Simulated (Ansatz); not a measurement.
# Ge (space group I4/mmm, No. 139; a hypothetical phase, not in the database extracts checked)

```cif
data_Ge4
_chemical_formula_sum 'Ge4'
_space_group_name_H-M_alt 'P 1'
_space_group_IT_number 1
_cell_length_a 5.30671
_cell_length_b 5.30671
_cell_length_c 5.30671
_cell_angle_alpha 98.212
_cell_angle_beta 98.212
_cell_angle_gamma 135.588
loop_
_space_group_symop_operation_xyz
  'x, y, z'
loop_
_atom_site_label
_atom_site_type_symbol
_atom_site_fract_x
_atom_site_fract_y
_atom_site_fract_z
_atom_site_occupancy
Ge1 Ge 0.17862 0.17862 0.35725 1
Ge2 Ge 0.17862 0.82138 0.00000 1
Ge3 Ge 0.82138 0.17862 0.00000 1
Ge4 Ge 0.82138 0.82138 0.64275 1
```

Level of theory: PBEsol in Ansatz (plane waves to 420 eV, PAW, no SOC). Γ-centred 13×13×13 mesh, Fermi–Dirac width 0.05 eV.

| Quantity | Result |
|---|---|
| Volume per atom | 24.21 Å³ |
| Density | 4.98 g/cm³ |
| Band gap | zero |
| Total energy | -4253.402 eV/atom (σ→0; compares only within this code and set-up) |

Stability against distortions was not tested.

Ansatz is a first-principles code.
